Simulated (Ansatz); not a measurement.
The parent structure is BN in the wurtzite structure (space group P6_3mc, No. 186).

```yaml
crystal:
  lattice:
    - [2.55452, 0.00000, 0.00000]
    - [-1.27726, 2.21228, 0.00000]
    - [0.00000, 0.00000, 4.22456]
  atoms:
    - { symbol: B, position: [0.33333, 0.66667, 0.00019] }
    - { symbol: B, position: [0.66667, 0.33333, 0.50019] }
    - { symbol: N, position: [0.33333, 0.66667, 0.37481] }
    - { symbol: N, position: [0.66667, 0.33333, 0.87481] }
```

Cartesian axes are those of the cell as printed.

Calculations: Ansatz (an electronic-structure program) PBE, without spin-orbit coupling.

Before the change:

- Width of the top valence band: 5.37 eV
- Pressure: 0.00 GPa
- Electron mass: 0.31 mₑ along c, 0.51 mₑ across (at K)
- Volume per atom: 5.97 Å³

One thing is altered: tensile biaxial strain of 1.20 % in the plane normal to [001], as in epitaxy on a mismatched substrate; the out-of-plane cell vector and the atoms relax.

Task: What does the calculation give for the width of the top valence band after the change?

Result: The width of the top valence band shrinks by 0.203 eV to 5.16 eV.

Task: Estimate the effect on the pressure.

Result: The pressure (mean of the normal stresses, compression positive) goes from zero to -7.89 GPa.

Task: Predict the new electron mass.

Result: The electron mass changes from 0.31 mₑ along c, 0.51 mₑ across (at K) to 0.31 mₑ out of plane, 0.53 mₑ in plane (at K).

Task: What does the calculation give for the volume per atom after the change?

Result: The volume per atom grows by 0.136 Å³ to 6.10 Å³.

The levels and masses belong to the bands next to the band gap. Masses are band curvatures over ±0.01 Å⁻¹ around the edge. Whether these cells are dynamically stable was not tested.
